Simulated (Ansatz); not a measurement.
## CsCl-type CoAl

Computed with r²SCAN (PAW; Ansatz, an electronic-structure program).

Numerical settings: plane-wave cutoff 560 eV, 20×20×20 k mesh, Fermi–Dirac smearing 0.05 eV, no spin polarisation, scalar-relativistic PAW data made under PBE.

Cell (relaxed at this level):

```cif
data_AlCo
_chemical_formula_sum 'Al1 Co1'
_space_group_name_H-M_alt 'Pm-3m'
_space_group_IT_number 221
_space_group_name_Hall '-P 4 2 3'
_cell_length_a 2.82325
_cell_length_b 2.82325
_cell_length_c 2.82325
_cell_angle_alpha 90.000
_cell_angle_beta 90.000
_cell_angle_gamma 90.000
loop_
_atom_site_label
_atom_site_type_symbol
_atom_site_symmetry_multiplicity
_atom_site_Wyckoff_symbol
_atom_site_fract_x
_atom_site_fract_y
_atom_site_fract_z
_atom_site_occupancy
Al1 Al 1 b 0.50000 0.50000 0.50000 1
Co1 Co 1 a 0.00000 0.00000 0.00000 1
```

For CsCl-type CoAl, the bulk modulus B0 comes out as 198 GPa and the band gap is none. The pressure derivative B′ of the bulk modulus is 4.2.

Measured, for comparison: bulk modulus 162 GPa (room temperature, no zero-point or thermal correction; as tabulated in Yamada et al. (2019), arXiv:1910.09660). Computed (rounded) less measured: bulk modulus +22 %.

Static lattice: no zero-point or thermal effects.

Cost on a shared machine: roughly 110 core-seconds.
